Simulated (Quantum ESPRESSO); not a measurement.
```xyz
16
Lattice="6.2849 0.0000 0.0000 -3.1425 5.4429 0.0000 0.0000 0.0000 9.9092" Properties=species:S:1:pos:R:3 pbc="T T T"
Mg     4.6969     2.7118     0.0000
Mg     3.1425     0.0194     0.0000
Mg     1.5880     2.7118     0.0000
Mg    -1.5638     2.7257     4.9546
Mg     0.0000     5.4344     4.9546
Mg     1.5638     2.7257     4.9546
Mg    -1.6359     4.5731     2.3737
Mg     1.6359     4.5731     7.5354
Mg     0.0000     1.7397     2.3737
Mg    -1.6359     4.5731     7.5354
Mg     1.6359     4.5731     2.3737
Mg     0.0000     1.7397     7.5354
Mg     3.1425     1.8143     2.4983
Mg     3.1425     1.8143     7.4109
Cd     0.0000     0.0000     4.9546
Co     0.0000     0.0000     0.0000
```
Moments meant for the start (each program seeds them in its own way; μB, in the order of the atoms Mg Mg Mg Mg Mg Mg Mg Mg Mg Mg Mg Mg Mg Mg Cd Co): 0.0 0.0 0.0 0.0 0.0 0.0 0.0 0.0 0.0 0.0 0.0 0.0 0.0 0.0 0.0 3.0.

Level of theory: PBEsol, SSSP 1.1.2 efficiency (PBE) pseudopotentials (plane waves; Quantum ESPRESSO).

The set-up and first iterations of a Quantum ESPRESSO log for Mg₁₄CdCo (P-6m2, 16 atoms in the cell):

```
     file Mg.pbe-n-kjpaw_psl.0.3.0.UPF: wavefunction(s)  3S renormalized
     file Cd.pbe-dn-rrkjus_psl.0.3.1.UPF: wavefunction(s)  4D renormalized
     G-vector sticks info
     --------------------
     sticks:   dense  smooth     PW     G-vecs:    dense   smooth      PW
     Sum        3877    1945    535               309095   109261   15711

     bravais-lattice index     =            4
     lattice parameter (alat)  =      11.8768  a.u.
     unit-cell volume          =    2287.5152 (a.u.)^3
     number of atoms/cell      =           16
     number of atomic types    =            3
     number of electrons       =        57.00
     number of Kohn-Sham states=           35
     kinetic-energy cutoff     =      50.0000  Ry
     charge density cutoff     =     400.0000  Ry
     scf convergence threshold =      1.0E-10
     mixing beta               =       0.3000
     number of iterations used =            8  plain     mixing
   [... lines left out ...]
        12        Mg     tau(  12) = (   0.0000000   0.2767990   1.1989697  )
        13        Mg     tau(  13) = (   0.5000000   0.2886751   0.3975071  )
        14        Mg     tau(  14) = (   0.5000000   0.2886751   1.1791511  )
        15        Cd     tau(  15) = (   0.0000000   0.0000000   0.7883291  )
        16        Co     tau(  16) = (   0.0000000   0.0000000   0.0000000  )

     number of k points=     8  Marzari-Vanderbilt smearing, width (Ry)=  0.0022
                       cart. coord. in units 2pi/alat
        k(    1) = (   0.0000000   0.0000000   0.0000000), wk =   0.0312500
        k(    2) = (   0.0000000   0.0000000  -0.3171264), wk =   0.0312500
        k(    3) = (   0.0000000   0.2886751   0.0000000), wk =   0.1875000
        k(    4) = (   0.0000000   0.2886751  -0.3171264), wk =   0.1875000
        k(    5) = (   0.0000000  -0.5773503   0.0000000), wk =   0.0937500
        k(    6) = (   0.0000000  -0.5773503  -0.3171264), wk =   0.0937500
        k(    7) = (   0.2500000   0.4330127   0.0000000), wk =   0.1875000
        k(    8) = (   0.2500000   0.4330127  -0.3171264), wk =   0.1875000

     Dense  grid:   309095 G-vectors     FFT dimensions: (  75,  75, 120)

     Smooth grid:   109261 G-vectors     FFT dimensions: (  54,  54,  90)

     Initial potential from superposition of free atoms

     starting charge      55.9822, renormalised to      57.0000
     Self-consistent Calculation

     iteration #  1     ecut=    50.00 Ry     beta= 0.30

     total energy              =    -876.24611890 Ry
     estimated scf accuracy    <       6.35522688 Ry

     total magnetization       =     0.56 Bohr mag/cell
     absolute magnetization    =     1.14 Bohr mag/cell

     iteration #  2     ecut=    50.00 Ry     beta= 0.30

     total energy              =    -875.46740855 Ry
     estimated scf accuracy    <      69.87914462 Ry

     total magnetization       =    -0.07 Bohr mag/cell
     absolute magnetization    =     0.23 Bohr mag/cell

     iteration #  3     ecut=    50.00 Ry     beta= 0.30

     total energy              =    -878.34739886 Ry
     estimated scf accuracy    <       1.16683458 Ry

     total magnetization       =     1.08 Bohr mag/cell
     absolute magnetization    =     1.60 Bohr mag/cell
```

Problem. How does the run end?

Solution. The run converged in 27 iterations. Convergence of the loop says nothing yet on basis, mesh or lower states. Warnings to mind: c_bands:  3 eigenvalues not converged; c_bands:  4 eigenvalues not converged; c_bands:  1 eigenvalues not converged. It ends on: free energy E − TS -11953.0102 eV; Fermi level (on the code's own zero) 4.65 eV; pressure -1.06 GPa; largest force (vector length) 0.036 eV/Å; size of the cell's spin moment 1.17 μB. The log goes on:

```
   [... 22 blocks of this kind left out ...]

     iteration # 26     ecut=    50.00 Ry     beta= 0.30

     total energy              =    -878.53004449 Ry
   [... lines left out ...]
     atom   5 (R=0.193)  charge=  0.8387  magn= -0.0075
     atom   6 (R=0.193)  charge=  0.8387  magn= -0.0075
     atom   7 (R=0.193)  charge=  0.8560  magn= -0.0053
     atom   8 (R=0.193)  charge=  0.8560  magn= -0.0053
     atom   9 (R=0.193)  charge=  0.8560  magn= -0.0053
     atom  10 (R=0.193)  charge=  0.8560  magn= -0.0053
     atom  11 (R=0.193)  charge=  0.8560  magn= -0.0053
     atom  12 (R=0.193)  charge=  0.8560  magn= -0.0053
     atom  13 (R=0.193)  charge=  0.8851  magn=  0.0101
     atom  14 (R=0.193)  charge=  0.8851  magn=  0.0101
     atom  15 (R=0.204)  charge= 10.8369  magn= -0.0087
     atom  16 (R=0.193)  charge= 16.1374  magn=  1.2963
     End of self-consistent calculation

     the Fermi energy is     4.6539 ev

!    total energy              =    -878.53004449 Ry
     estimated scf accuracy    <          3.6E-11 Ry
     smearing contrib. (-TS)   =      -0.00006247 Ry
     internal energy E=F+TS    =    -878.52998203 Ry

     total magnetization       =     1.17 Bohr mag/cell
     absolute magnetization    =     1.84 Bohr mag/cell

     convergence has been achieved in  27 iterations

     Forces acting on atoms (cartesian axes, Ry/au):

     atom    1 type  1   force =    -0.00042952   -0.00024799    0.00000000
     atom    2 type  1   force =     0.00000000    0.00049597    0.00000000
     atom    3 type  1   force =     0.00042952   -0.00024799    0.00000000
     atom    4 type  1   force =     0.00019079    0.00011016    0.00000000
     atom    5 type  1   force =    -0.00000000   -0.00022031    0.00000000
     atom    6 type  1   force =    -0.00019079    0.00011016    0.00000000
   [... lines left out ...]
     atom   16 type  3   force =     0.00000000    0.00000000    0.00000000

     Total force =     0.003634     Total SCF correction =     0.000003

          total   stress  (Ry/bohr**3)                   (kbar)     P=      -10.63
  -0.00006998   0.00000000   0.00000000          -10.30        0.00        0.00
   0.00000000  -0.00006998  -0.00000000            0.00      -10.30       -0.00
   0.00000000  -0.00000000  -0.00007690            0.00       -0.00      -11.31

   JOB DONE.
```

For comparison: a first run was changed to give this one (degauss: 0.0099958 Ry → 0.002205 Ry), and from it to this one the free energy is nearly the same (within 1 meV/atom), the pressure stays at -1.06 GPa, the largest force goes from 0.050 to 0.036 eV/Å and the size of the net moment hardly changes (0.08 to 0.07 μB/atom).

The starting cell comes from a database of computed structures (which also holds hypothetical and non-ambient phases and stackings), without a prior relaxation at this level. With one magnetic atom in the cell only a parallel order is possible.

The run was DFT, PBEsol, plane waves, SSSP 1.1.2 efficiency (PBE) pseudopotentials. Main settings of its input:

| key | value |
|---|---|
| ecutwfc | 50 Ry |
| ecutrho | 400 Ry |
| occupations | smearing |
| smearing | marzari-vanderbilt |
| degauss | 0.002205 Ry |
| nspin | 2 |
| input_dft | pbesol |
| K_POINTS | automatic 4 4 2 0 0 0 |
| conv_thr | 1e-10 Ry |
| mixing_beta | 0.3 |
